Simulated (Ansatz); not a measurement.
System: BP (model structure, started from the BN type, Pm-3n, No. 223, 12 atoms in the cell). Method: HSE06 (plane waves, PAW; Ansatz, a program for electronic structure).

Settings: plane-wave cutoff 460 eV, 4×4×4 k mesh, Fermi–Dirac smearing 0.01 eV, scalar-relativistic PAW data made under PBE.

The cell is the one relaxed with PBEsol. Conventional cell: a = 5.5619 Å, b = 5.5619 Å, c = 5.5619 Å, α = 90.00°, β = 90.00°, γ = 90.00°.

```xyz
12
Lattice="5.5619 0.0000 0.0000 0.0000 5.5619 0.0000 0.0000 0.0000 5.5619" Properties=species:S:1:pos:R:3 pbc="T T T"
B      1.3905     0.0000     2.7809
B      2.7809     1.3905     0.0000
B      2.7809     4.1714     0.0000
B      4.1714     0.0000     2.7809
B      0.0000     2.7809     4.1714
B      0.0000     2.7809     1.3905
P      1.3905     2.7809     0.0000
P      0.0000     1.3905     2.7809
P      0.0000     4.1714     2.7809
P      4.1714     2.7809     0.0000
P      2.7809     0.0000     4.1714
P      2.7809     0.0000     1.3905
```

Question: List the 33 lowest band energies at Γ above −25 eV (eV, relative to the valence band maximum), grouping those that round alike.

Answer: At Γ: -16.61, -14.37 (×2), -11.25 (×3), -9.89 (×2), -8.57 (×3), -8.55, -4.49 (×3), -3.27 (×3), -2.86 (×3), 0.00 (×3), 2.06 (×3), 3.60 (×3), 4.26, 4.43, 6.27.

Note: the run warned that its exchange threshold was loose for the stress; the relaxation could raise the start's symmetry but not lower it, so the cell can be a saddle point; cell and atoms aren't relaxed at this level (pressure 0.3 GPa).

A model structure was made by putting elements into a prototype or built by hand; it is no filed structure, need not be a known phase, and can be a saddle point held by its symmetry.
